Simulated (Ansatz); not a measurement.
The parent structure is PtTe₂ (space group P-3m1, No. 164; a = 4.053 Å, c = 5.097 Å; layered; relaxed with 0.1 eV smearing). Axes: x lies along a and z along c of the hexagonal cell.

Computed with PBE-D3(BJ) (Ansatz, a program for electronic structure), no SOC.

Base values:

The shortest interatomic distance is 2.707 Å.

The change: biaxial strain +1.00 %, plane normal [001], relaxed out of plane (Cartesian); in-plane vectors clamped, the third vector and the atoms free.

Problem. Estimate the effect on the shortest interatomic distance.

Solution. The shortest interatomic distance increases by 0.0098 Å, from 2.707 Å to 2.716 Å.

Problem. What does the calculation give for the out-of-plane strain after the change?

Solution. The out-of-plane strain is -1.17 %.

No phonon test of stability was made. The final runs are not spin-polarised.
